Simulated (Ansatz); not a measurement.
Consider AlN in the zinc blende structure (space group F-43m, No. 216; a = 4.378 Å). Axes: x, y, z lie along the cube axes.

Method: PBEsol in Ansatz (plane waves to 420 eV, PAW, no spin-orbit coupling).

Strains are applied to the cell and any free atomic positions relax; under biaxial strain the out-of-plane vector relaxes too.

One change was made to it. Results:

```json
[
 {"quantity": "band gap", "base": "3.19 eV", "after": "3.15 eV"},
 {"quantity": "energy relative to the base (free energy F)", "base": "0 meV/atom", "after": "+1.6 meV/atom"}
]
```

Task: Name the change that was made.
A) biaxial strain +2.21 %, plane normal [001], relaxed out of plane
B) biaxial strain +1.21 %, plane normal [001], relaxed out of plane
C) isotropic strain −1.26 %
D) tensor shear ε_xy = −2.45 %
E) uniaxial strain ε_yy = +1.31 %

Result: E, uniaxial strain ε_yy = +1.31 %. For comparison, the band gap in the other runs: biaxial strain +1.21 %, plane normal [001], relaxed out of plane gives 3.05 eV; tensor shear ε_xy = −2.45 % gives 2.90 eV; isotropic strain −1.26 % gives 3.21 eV; biaxial strain +2.21 %, plane normal [001], relaxed out of plane gives 2.94 eV.

Stability against distortions was not tested. This is not the structure that AlN has at room temperature and ambient pressure.

Ansatz is a quantum-chemistry and plane-wave program.
